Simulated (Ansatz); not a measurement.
BeS (model structure, started from the BeO type, P4₂/mnm, No. 136, 8 atoms in the cell) was calculated with r²SCAN in Ansatz (plane waves, PAW).

Run with plane-wave cutoff 560 eV, 6×6×10 k mesh (along the axes of the cell as run), Fermi–Dirac smearing 0.01 eV, scalar-relativistic PAW data made under PBE.

Cell (relaxed with PBEsol):

```yaml
crystal:
  lattice:
    - [5.87154, 0.00000, 0.00000]
    - [0.00000, 5.87154, 0.00000]
    - [0.00000, 0.00000, 3.44168]
  atoms:
    - { symbol: Be, position: [0.33112, 0.66888, 0.00000] }
    - { symbol: Be, position: [0.66888, 0.33112, 0.00000] }
    - { symbol: Be, position: [0.83112, 0.83112, 0.50000] }
    - { symbol: Be, position: [0.16888, 0.16888, 0.50000] }
    - { symbol: S, position: [0.30872, 0.30872, 0.00000] }
    - { symbol: S, position: [0.69128, 0.69128, 0.00000] }
    - { symbol: S, position: [0.19128, 0.80872, 0.50000] }
    - { symbol: S, position: [0.80872, 0.19128, 0.50000] }
```

Q: Estimate the band gap, smallest direct gap on the k points sampled and Γ–Γ gap that the calculation returns.

A: 
* **band gap**: 3.68 eV (indirect)
* **smallest direct gap on the k points sampled**: 4.33 eV
* **Γ–Γ gap**: 4.56 eV

Note: the relaxation could raise the start's symmetry but not lower it, so the cell can be a saddle point; cell and atoms aren't relaxed at this level (pressure 1.7 GPa).

The result took very roughly 40 core-seconds.

A model structure was made by putting elements into a prototype or built by hand; it is no filed structure, need not be a known phase, and can be a saddle point held by its symmetry.

Ansatz is an electronic-structure program.
